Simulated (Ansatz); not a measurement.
## tetragonal indium (0 0 1) on zinc-blende InSb (0 0 1) (film strained to the substrate, faces as cut)

A periodic stack without vacuum, tetragonal indium (0 0 1) on zinc-blende InSb (0 0 1) (film strained to the substrate, faces as cut): substrate slab In4Sb4, film In8, surface cells [[1, 0], [1, 1]] and [[-1, 1], [-1, -1]], film strained by -0.3 and -0.3 %, faces Sb/In and In/In as cut (like faces can put a slab off its formula).

The start was prepared with a machine-learned potential, and the result is one local minimum, with the in-plane cell held and forces under 0.04 eV/Å; the film can end far from its bulk form.

Computed with PBE (plane waves to 420 eV, PAW; Ansatz, an electronic-structure program). No spin–orbit coupling; the runs are not spin-polarised. Its k-point mesh 7×7×1, Fermi–Dirac width 0.05 eV.

The interface area is 22.0 Å². The period is 23.75 Å, the gaps between the outermost planes at the two interfaces is 2.03 and 1.98 Å and the In–In contacts across the interfaces within 1.22 times the sum of covalent radii is 4, mean 3.20 Å. The In–Sb contacts across the interfaces within 1.22 times the sum of covalent radii is 4, mean 3.20 Å.

```xyz
16
Lattice="4.6934 0.0004 0.0231 0.0005 4.6899 -0.1829 0.1196 1.0132 23.7270" Properties=species:S:1:pos:R:3 pbc="T T T"
In    -0.2929     4.4815     5.9532
In     2.0769     2.0070     2.7288
In    -0.2882     4.7419    12.6927
In     2.0429     2.2662     9.3739
Sb    -0.2805     2.0731     4.3809
Sb     1.9892     4.2844     0.8943
Sb    -0.3128     2.3285    11.0460
Sb     2.0458     4.5462     7.6253
In     4.3573     4.9575    17.4616
In     2.0098     2.6100    17.3462
In     4.3687     2.4972    15.1084
In     2.0342     4.8432    14.7352
In     4.4063     5.1952    22.6524
In     1.9621     2.8457    22.3571
In     4.2749     2.7317    20.1029
In     1.9397     5.0808    19.8288
```
